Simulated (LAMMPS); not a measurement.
Consider a melt of Ag (fcc), 864 atoms, cooled from 1850 K to 300 K at 3e+12 K/s, at zero pressure in molecular dynamics.

All values are model results, not measurements: classical MD, pair style meam, file library.meam (library.meam-Ag); code LAMMPS.

Problem. Estimate the state found, the first peak of g(r), the most common Ag-Ag-Ag angle, the enthalpy per atom, the mean frequency of the vibrational (phonon) density of states for this model.

Solution. state found: glass; first peak of g(r): 2.80 Å, height 4.8; most common Ag-Ag-Ag angle: at the 3° bin centred on 58.5°, after smoothing over three bins (mean of all 98°); enthalpy per atom: -2.695 eV/atom (one sample); mean frequency of the vibrational (phonon) density of states: 4.0 THz.

Caution: the potential MEAM library.meam-Ag is a first-neighbour MEAM set with a 4 Å cutoff, used here without a parameter file and away from the static properties it was fitted to.
